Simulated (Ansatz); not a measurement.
## A constructed model of the (111) surface of fcc Cu, p(2x2) surface alloy, Al on one Cu site of the top plane (bottom of the slab: a bare face, its two planes held)

Calculation: PBE (plane waves to 420 eV, PAW; Ansatz, an electronic-structure program).

Slab: 24 atoms, 10.5 Å thick at the start (thin: gaps and levels are the slab's own); k 9x9x1, smearing 0.1 eV, dipole-corrected; 8 atoms held, the rest relaxed; held to the start's symmetry, so lower structures may exist; no spin, no spin-orbit, no U. It is one candidate, not shown to be the stable structure of the face.

```yaml
work_function_of_the_top_face: 4.74 eV
energy_released_by_relaxation: 0.036 eV
cost: roughly 8 core-minutes
```
